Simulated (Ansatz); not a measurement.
# Hypothetical rock salt SbP, response to strain

The parent structure is SbP in the rock salt structure (space group Fm-3m, No. 225; a = 5.600 Å; a hypothetical phase, not in the database extracts checked; relaxed with 0.1 eV smearing).

Strains are applied to the cell and any free atomic positions relax.

Method: r2SCAN in Ansatz (plane waves to 500 eV, PAW, no spin-orbit coupling).

Notes on the quantities. energy relative to the base: free energy F.

| isotropic strain (%) | energy relative to the base (meV/atom) |
|---|---|
| -0.34 | 0.6 |
| 0 | 0.0 |
| 0.22 | 0.2 |
| 2.63 | ? |
| 3.66 | 58.7 |
| 4.92 | 102.1 |

Task: Fit ΔE = Aε² + Bε³ (ε in %) to the rows shown and predict the withheld row.

Result: Least squares on the printed values gives A = 4.86 and B = -0.13 meV/atom (largest residual 0.0 meV/atom); this predicts 31.2 meV/atom, and the run gives 31.3 meV/atom, in agreement.

Whether these cells are dynamically stable was not tested. The final runs are not spin-polarised.

Ansatz is a first-principles code.
